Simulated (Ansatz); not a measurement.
# SrMoO3: biaxial strain −1.86 %, plane normal [001], relaxed out of plane

The parent structure is SrMoO3 (space group I4/mcm, No. 140; a = 5.5841 Å, c = 7.9044 Å; a cell from a computed database, its experimental status unchecked). Axes: x, y, z lie along a, b, c of the conventional cell.

Perturbation: biaxial strain −1.86 %, plane normal [001], relaxed out of plane (Cartesian); in-plane vectors clamped, the third vector and the atoms free.

Method: Ansatz (a program for electronic structure), PBEsol, PAW, cutoff 420 eV, spin-orbit coupling left out. k-mesh 12×12×12 (Γ-centred); smearing 0.05 eV (Fermi–Dirac).

| quantity | base | changed | shift |
|---|---|---|---|
| volume per atom | 12.32 Å³ | 12.04 Å³ | -0.286 Å³ |
| space group | I4/mcm (No. 140) | I4/mcm (No. 140) | – |
| shortest interatomic distance | 1.976 Å | 1.951 Å | -0.025 Å |
| energy relative to the base (free energy F) | 0 meV/atom | +9.6 meV/atom | +9.6 meV/atom |
| pressure (mean of the normal stresses, compression positive) | 0.0 GPa | 4.4 GPa | +4.4 GPa |
| band gap | zero | zero | – |
| out-of-plane strain (rough) | – | +1.42 % | – |
| mean in-plane stress (compression positive) (rough) | – | +6.6 GPa | – |

Final structure (turned so that z lies along the plane normal):

```
SrMoO3
1.0
    5.48025     0.00000     0.00000
    0.00000     5.48025     0.00000
    2.74013    -2.74013     4.00824
Sr Mo O
2 2 6
Direct
  0.75000   0.75000   0.50000
  0.25000   0.25000   0.50000
  0.00000   0.00000   0.00000
  0.50000   0.50000   0.00000
  0.22086   0.72086   0.00000
  0.77914   0.27914   0.00000
  0.27914   0.22086   0.00000
  0.72086   0.77914   0.00000
  0.75000   0.25000   0.50000
  0.25000   0.75000   0.50000
```

Without a gap, meshes like the base's 12×12×12 leave anisotropic stresses uncertain by several tenths of a GPa, and small strain energies with them. No phonon test of stability was made. No Hubbard U is applied, and correlation can decide whether such a compound is a metal. All final runs are without spin polarisation.
